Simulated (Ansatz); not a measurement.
System: rock-salt LaSe. Method: PBE0 (plane waves, PAW; Ansatz, an electronic-structure program).

Total energies, extrapolated to zero smearing (they compare only within this program, potentials and cutoff):

```
system                   energy (eV/atom)
-----------------------  ----------------
rock-salt LaSe, relaxed        -5864.0766
double-hcp La                  -6253.3148
trigonal Se                    -5470.4237
```

Work out the enthalpy of formation per atom.

ΔH_f ≈ ΔE = -5864.0766 − [1 × (-6253.3148) + 1 × (-5470.4237)]/2 = -2.207 eV/atom (0 K, no vibrations). The reference value is -2.099 eV/atom (measured, 298 K, copied from a table, unchecked, not corrected to a static lattice; as tabulated in Wang et al. (2021), doi:10.1038/s41598-021-94550-5), a difference of -0.108 eV/atom.

Spin–orbit coupling is left out; its size isn't shown.

The PAW data were made under PBE.
